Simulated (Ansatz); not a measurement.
Consider Ru in the hcp (Mg type) structure (space group P6_3/mmc, No. 194; a = 2.691 Å, c = 4.249 Å; relaxed with 0.1 eV smearing). Axes: x lies along a and z along c of the hexagonal cell.

Method: Ansatz (a quantum-chemistry and plane-wave program) PBEsol, without spin-orbit coupling.

It is then changed as follows: the cell is stretched by 2.00 % along z with no lateral relaxation, atoms relaxed at fixed cell.

Task: Predict the new stress.

Result: The stress (xx, yy, zz, yz, xz, xy; compression positive) is (-3.4, -3.4, -13.1, 0.0, 0.0, 0.0) GPa.

Task: What happens to the energy relative to the base?

Result: The energy grows by 11 meV/atom.

The cells carry an imposed strain or load. No phonon test of stability was made. All final runs are without spin polarisation.
